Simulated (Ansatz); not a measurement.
We consider LiBH₄ (Ama2, No. 40, 12 atoms in the cell; start mp-1095543), described by HSE06 (Ansatz, an electronic-structure program, PAW).

Settings: plane-wave cutoff 500 eV, 4×6×6 k mesh (along the axes of the cell as run), gaussian smearing 0.02 eV, scalar-relativistic PAW data made under PBE.

Cell (relaxed with r²SCAN):

Space group Ama2 (No. 40); a = 6.2749 Å, b = 5.6502 Å, c = 5.6444 Å, α = β = γ = 90.00°

```
atom  site  symmetry       x       y       z
----  ----  --------  ------  ------  ------
Li      4a       ..2  0.0000  0.0000  0.9903
B       4b       m..  0.2500  0.2357  0.7517
H       8c         1  0.5922  0.1849  0.3493
H       4b       m..  0.2500  0.0204  0.7504
H       4b       m..  0.7500  0.2123  0.0430
```
(The calculation used a cell of 12 atoms; values per cell refer to that cell.)

Question: Estimate the band gap that the calculation returns.

Answer: 
- band gap = 6.76 eV (on the SCF k mesh)

Note: cell and atoms aren't relaxed at this level (largest force component 0.04 eV/Å, pressure 0.3 GPa).

Static lattice: no zero-point or thermal effects.

A start named mp-… is a Materials Project structure, which need not be a measured phase.
